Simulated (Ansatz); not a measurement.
Convergence series on Ga2CuTe4 (Fd-3m, 14 atoms in the cell)

```yaml
crystal:
  lattice:
    - [0.00000, 5.56388, 5.56388]
    - [5.56388, 0.00000, 5.56388]
    - [5.56388, 5.56388, 0.00000]
  atoms:
    - { symbol: Ga, position: [0.12500, 0.12500, 0.12500] }
    - { symbol: Ga, position: [0.62500, 0.12500, 0.12500] }
    - { symbol: Ga, position: [0.12500, 0.62500, 0.12500] }
    - { symbol: Ga, position: [0.12500, 0.12500, 0.62500] }
    - { symbol: Cu, position: [0.75000, 0.75000, 0.75000] }
    - { symbol: Cu, position: [0.50000, 0.50000, 0.50000] }
    - { symbol: Te, position: [0.36260, 0.36260, 0.36260] }
    - { symbol: Te, position: [0.91220, 0.36260, 0.36260] }
    - { symbol: Te, position: [0.36260, 0.91220, 0.36260] }
    - { symbol: Te, position: [0.36260, 0.36260, 0.91220] }
    - { symbol: Te, position: [0.88740, 0.88740, 0.88740] }
    - { symbol: Te, position: [0.33780, 0.88740, 0.88740] }
    - { symbol: Te, position: [0.88740, 0.33780, 0.88740] }
    - { symbol: Te, position: [0.88740, 0.88740, 0.33780] }
```

Level of theory: PBE (plane waves, PAW; Ansatz, a quantum-chemistry and plane-wave program).

The starting cell was generated: these elements placed on a structure prototype, without a prior relaxation; it need not be a known phase or ordering of this composition. Spin polarisation is off. In the base run, with a pressure of about 10 GPa the cell is away from its equilibrium volume at this level. In the base run, forces exceed 1 eV/Å. Ansatz's pressure includes its estimate of the finite-basis (Pulay) stress. The run gives no clean gap (levels at the Fermi energy touch, overlap or are partly filled at this smearing), which alone does not show that the compound is a metal.

Held fixed: kpoints.mp_grid.grid = 3 3 3; hamiltonian.xc = pbe; hamiltonian.pseudopotentials = {kind: paw} (the program's default PAW files); scf.occupations.method = cold; scf.occupations.width = 0.1 eV.

ΔF is the free energy per atom less that of the last row (1e-12 eV).

Ansatz starts here from atomic densities corrected by a trained network and corrects its stress for the error left by an unfinished SCF, so loose thresholds cost less than they might elsewhere.

```csv
scf.convergence.dr2_threshold,ΔF (meV/atom),pressure (GPa),largest force (eV/Å),iterations
0.1 eV,0.29,10.37,2.707,2
0.01 eV,0.29,10.37,2.707,2
0.001 eV,0.04,10.36,2.711,5
0.0001 eV,0.00,10.37,2.710,7
1e-05 eV,0.00,10.37,2.710,7
1e-06 eV,0.00,10.37,2.710,8
1e-08 eV,0.00,10.37,2.710,9
1e-10 eV,0.00,10.37,2.710,12
1e-12 eV,0.00,10.37,2.710,13
```

Largest force within 0.01 eV/Å of the last row: from scf.convergence.dr2_threshold = 0.1 eV on, the coarsest one. The value it settles on is 2.710 eV/Å at this level of theory and with the other settings as held.

Energy within 10 meV/atom of the last row: from scf.convergence.dr2_threshold = 0.1 eV on, the coarsest one.

Keys are those of Ansatz 0.2.
